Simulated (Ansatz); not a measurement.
Input:

```
W
1.0
   -1.52992     1.52992     1.57724
    1.52992    -1.52992     1.57724
    1.52992     1.52992    -1.57724
W
1
Cartesian
  0.00000   0.00000   0.00000
```

These are PBEsol with spin-orbit coupling, rigid bands (plane waves, PAW; Ansatz, a first-principles code) values and carry that method's errors. Condition of this run: biaxial strain xx = yy = -3 %, z clamped with spin-orbit coupling. Cell: cell and atoms relaxed with PBEsol, then loaded as said.

For narrow interconnects the product ρ₀λ of bulk resistivity and mean free path ranks metals, the lower the better. What is it here?

8.2 (x), 8.2 (y), 8.3 (z) ×10⁻¹⁶ Ω·m².

And the Drude plasma energy and the root-mean-square Fermi velocity at 300 K?

7.8 (x), 7.8 (y), 7.7 (z) eV; 9.2e5 m/s.

A metal at this level (no band gap); rigid bands, thermally averaged at 300 K, both spins. τ is one relaxation time for all states; the product of resistivity and mean free path takes one path for all states instead.
